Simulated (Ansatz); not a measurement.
Input:

```
CELL_PARAMETERS angstrom
      0.00000     3.00023     2.89643
      3.00023     0.00000     2.89643
      3.00023     3.00023     0.00000
ATOMIC_POSITIONS crystal
  Cd 0.00000 0.00000 0.00000
  Te 0.50000 0.50000 0.50000
```

No spin polarisation.

All numbers come from PBEsol, PAW, 420 eV (Ansatz, an electronic-structure program; no spin-orbit coupling). Settings: 17×17×17 k-points, 0.1 eV Fermi–Dirac smearing.

**Question.** Predict the band gap, space group and pressure.

**Answer.** The band gap is zero, the space group is I4/mmm (No. 139) and the pressure (mean of the normal stresses, compression positive) is 2.3 GPa.

The cells carry an imposed strain or load. Stability against distortions was not tested. All final runs are without spin polarisation. The cell was made from CdTe in the rock salt structure (space group Fm-3m, No. 225) by this change: uniaxial strain ε_zz = −3.46 %. This is not the structure that CdTe has at room temperature and ambient pressure.
